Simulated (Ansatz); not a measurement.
The starting structures come from a database of crystals and need not be the phases stable at ambient conditions.

 Where the default PAW files enter, the runs use the earlier of Ansatz's two default sets.

Crystal: BaAlSiH (P3m1, not sure to be the ambient phase, 4 atoms a cell, 21.4 Å³ an atom); planes in its conventional cell.

Calculation: r2SCAN (plane waves, PAW; Ansatz, a program for electronic structure).

The gap is the functional's own, uncorrected, and κ follows it; spin-orbit coupling is left out. Mid-gap values are interpolated between the computed energies.

```
plane  area of the cell (Å²)  mid-gap κ (1/Å)  largest κ in the gap (1/Å)
-----  ---------------------  ---------------  --------------------------
(001)                   16.3             0.20                        0.21
(100)                   22.8       (withheld)                  (withheld)
(110)                   39.5       (withheld)                  (withheld)
(111)                   42.7       (withheld)                  (withheld)
```

**Question.** The slowest decay depends on the direction. Supply the withheld values.

**Answer.** 
- (100), mid-gap κ (1/Å): 0.13
- (100), largest κ in the gap (1/Å): 0.13
- (110), mid-gap κ (1/Å): 0.12
- (110), largest κ in the gap (1/Å): 0.12
- (111), mid-gap κ (1/Å): 0.13
- (111), largest κ in the gap (1/Å): 0.13
